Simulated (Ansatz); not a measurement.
Start from HfO2 (space group P2_1/c, No. 14).

```
CELL_PARAMETERS angstrom
      5.11418     0.00000     0.00000
      0.00000     5.18192     0.00000
     -0.87081     0.00000     5.22378
ATOMIC_POSITIONS crystal
  Hf 0.27620 0.04186 0.20826
  Hf 0.72380 0.54186 0.29174
  Hf 0.72380 0.95814 0.79174
  Hf 0.27620 0.45814 0.70826
  O  0.07004 0.33376 0.34403
  O  0.92996 0.83376 0.15597
  O  0.92996 0.66624 0.65597
  O  0.07004 0.16624 0.84403
  O  0.44797 0.75767 0.47848
  O  0.55203 0.25767 0.02152
  O  0.55203 0.24233 0.52152
  O  0.44797 0.74233 0.97848
```

Cartesian axes are those of the cell as printed.

All numbers come from DFT with r2SCAN, PAW potentials and a 500 eV plane-wave cutoff in Ansatz (a program for electronic structure), no spin-orbit coupling, earlier PAW set.

The change: uniaxial strain ε_yy = −2.71 %, all other strain components held at zero; the atoms relax in the strained cell.

Predict the stress tensor and what it implies for the stiffness.

Stress of the strained cell less that of the base (GPa, compression positive):
```
   5.68    0.00   -0.53
   0.00   12.01    0.00
  -0.53    0.00    5.95
```

Then −Δσ_ii/ε with ε = -0.0271 gives secant stiffness values (nonlinear terms included at this strain): C22 ≈ 443 GPa, C12 ≈ 210 GPa and C23 ≈ 220 GPa.

As a check, the harmonic strain energy −½ V₀ Δσ:ε is 12 meV/atom; the computed energy rise is 12 meV/atom.

Whether these cells are dynamically stable was not tested.
